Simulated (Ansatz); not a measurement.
Here is the system:

```
CELL_PARAMETERS angstrom
      4.35357     0.00000     0.00000
      2.17678     3.77030     0.00000
      0.00000     0.00000     6.94513
ATOMIC_POSITIONS crystal
  Cd 0.33333 0.33333 0.99765
  Cd 0.66667 0.66667 0.49765
  Se 0.33333 0.33333 0.37835
  Se 0.66667 0.66667 0.87835
```

No spin polarisation.

Calculations: DFT with PBEsol, PAW potentials and a 420 eV plane-wave cutoff in Ansatz (a first-principles code), spin-orbit coupling left out. k-mesh 9×9×5 (Γ-centred); smearing 0.05 eV (Fermi–Dirac).

Task: Predict the band gap, in-plane stress and width of the top valence band.

Result: The band gap is 0.51 eV and the mean in-plane stress (compression positive) comes out as -1.0 GPa. The width of the top valence band is 1.71 eV.

The cells carry an imposed strain or load. Stability against distortions was not tested. The cell was made from CdSe in the wurtzite structure (space group P6_3mc, No. 186) by this change: biaxial strain +1.20 %, plane normal [001], relaxed out of plane.
